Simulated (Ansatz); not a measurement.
Cell of bcc W (0 0 1) on zinc-blende InAs (0 0 1) (film strained to the substrate, faces as cut), relaxed at this level with a, b, gamma of the cell held:

```
CELL_PARAMETERS angstrom
      4.37250     0.00182    -0.11412
      0.00420     4.36863     0.22114
      0.72691     0.90989    26.05968
ATOMIC_POSITIONS crystal
  As 0.15012 0.12523 0.02627
  As 0.66226 0.48182 0.31413
  As 0.16371 0.04235 0.19450
  As 0.15598 0.84187 0.60163
  As 0.16190 0.92098 0.43365
  In 0.66465 0.07064 0.13343
  In 0.65074 0.61118 0.05375
  In 0.66272 0.95138 0.37360
  In 0.16298 0.51197 0.25460
  In 0.65779 0.35520 0.57418
  In 0.15999 0.38986 0.49452
  W  0.65452 0.28136 0.71926
  W  0.15447 0.78074 0.72081
  W  0.65524 0.81200 0.65870
  W  0.15567 0.31165 0.66030
  W  0.65295 0.21789 0.84430
  W  0.15292 0.71787 0.84441
  W  0.65365 0.74876 0.78355
  W  0.15362 0.24880 0.78348
  W  0.65120 0.15487 0.96778
  W  0.15173 0.65458 0.96895
  W  0.65209 0.68501 0.90856
  W  0.15197 0.18575 0.90707
```

Level of theory: PBE (plane waves to 420 eV, PAW; Ansatz, a quantum-chemistry and plane-wave program). Scalar-relativistic, without spin–orbit coupling; the runs are not spin-polarised. Its k-point mesh 7×7×1, Fermi–Dirac width 0.05 eV.

Question: Give the plane-averaged electrostatic potential energy of an electron along the normal (the smooth PAW potential), about its mean over the cell.

Answer: 
```
z (Å) | V (eV)
    0.000 | ################## 0.00
    0.289 | ###################### 2.50
    0.578 | ####################### 2.81
    0.866 | #################### 0.95
    1.155 | ################ -0.81
    1.444 | ################# -0.25
    1.733 | ###################### 2.09
    2.021 | ########################## 4.60
    2.310 | ############################## 6.64
    2.599 | ############################## 6.55
    2.888 | ########################## 4.68
    3.177 | ####################### 2.94
    3.465 | ###################### 2.27
    3.754 | ####################### 2.68
    4.043 | ######################### 3.91
    4.332 | ########################### 4.82
    4.621 | ############################ 5.58
    4.909 | ############################## 6.47
    5.198 | ############################## 6.46
    5.487 | ############################ 5.53
    5.776 | ########################## 4.67
    6.064 | ######################### 3.78
    6.353 | ####################### 2.64
    6.642 | ###################### 2.25
    6.931 | ####################### 2.77
    7.220 | ######################### 3.90
    7.508 | ########################## 4.74
    7.797 | ############################ 5.70
    8.086 | ############################## 6.51
    8.375 | ############################# 6.23
    8.663 | ########################### 5.23
    8.952 | ########################## 4.35
    9.241 | ######################## 3.37
    9.530 | ###################### 2.41
    9.819 | ###################### 2.31
   10.107 | ####################### 3.10
   10.396 | ########################## 4.23
   10.685 | ########################### 5.03
   10.974 | ############################# 5.99
   11.263 | ############################## 6.60
   11.551 | ############################# 6.08
   11.840 | ########################### 5.16
   12.129 | ########################## 4.42
   12.418 | ######################## 3.25
   12.706 | ###################### 2.34
   13.140 | ####################### 2.92
   13.428 | ########################## 4.64
   13.717 | ############################## 6.53
   14.006 | ############################## 6.66
   14.295 | ########################## 4.64
   14.584 | ###################### 2.12
   14.872 | ################# -0.22
   15.161 | ################ -0.82
   15.450 | ################### 0.92
   15.739 | ####################### 2.79
   16.027 | ###################### 2.51
   16.316 | ################## 0.02
   16.605 | ########## -4.01
   16.894 | ### -8.10
   17.183 |  -9.55
   17.471 | #### -7.58
   17.760 | ########## -4.23
   18.049 | ########### -3.82
   18.338 | ##### -6.95
   18.626 |  -9.43
   18.915 | ## -8.73
   19.204 | ######## -5.35
   19.493 | ############# -2.49
   19.782 | ########## -4.11
   20.070 | ### -7.83
   20.359 |  -9.65
   20.648 | ### -8.16
   20.937 | ######### -4.82
   21.226 | ########### -3.72
   21.514 | ###### -6.49
   21.803 | # -9.28
   22.092 | # -9.15
   22.381 | ####### -6.05
   22.669 | ############# -2.74
   22.958 | ########### -3.51
   23.247 | #### -7.21
   23.536 |  -9.51
   23.825 | ## -8.51
   24.113 | ######## -5.20
   24.402 | ########### -3.44
   24.691 | ####### -5.80
   24.980 | # -8.92
   25.268 | # -9.29
   25.557 | ###### -6.25
   25.846 | ############## -1.89
```
